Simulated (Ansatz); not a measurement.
GaP under load (space group Imm2), r2SCAN with spin-orbit coupling, rigid bands (Ansatz, an electronic-structure program). Condition of this run: uniaxial stress along [110] of 4.2 GPa (compression positive) (the target of the relaxation). Band gap 1.52 eV, N_c = 2.42e19 cm⁻³ and N_v = 8.90e18 cm⁻³ at 300 K, conductivity masses along x (a = (-0.04, 2.68, 2.75) Å; b = (2.68, -0.04, 2.75) Å; c = (2.64, 2.64, 0.00) Å) of 0.401 mₑ (electrons) and 0.249 mₑ (holes). Take k_BT = 0.02585 eV.

Q: Find the intrinsic carrier density and the intrinsic Fermi level.

A: n_i = √(N_c N_v) exp(−E_g/2k_BT) = 1.47e19 × exp(−29.40) = 2.5e6 cm⁻³. The level lies (k_BT/2) ln(N_v/N_c) = -13 meV from mid-gap (positive towards the conduction band). Each 0.1 eV added to the gap lowers n_i by a factor of 6.9.

Q: What thermal injection velocity √(2k_BT/πm) limits a ballistic channel along the direction named?

A: 8.50e6 cm/s for electrons and 1.08e7 cm/s for holes, a ratio of √(m_h/m_e) = 0.788, for dilute carriers.

Q: What built-in voltage has an abrupt junction with N_A = 1e17 and N_D = 1e18 cm⁻³, all dopants ionised?

A: V_bi = E_g/e − (k_BT/e) ln(N_c N_v/(N_A N_D)) = 1.52 − 0.02585 × 7.67 = 1.32 V, for the computed gap.

Rigid bands with the computed gap; masses take one relaxation time for all states. Geometry: cell and atoms relaxed with PBEsol.
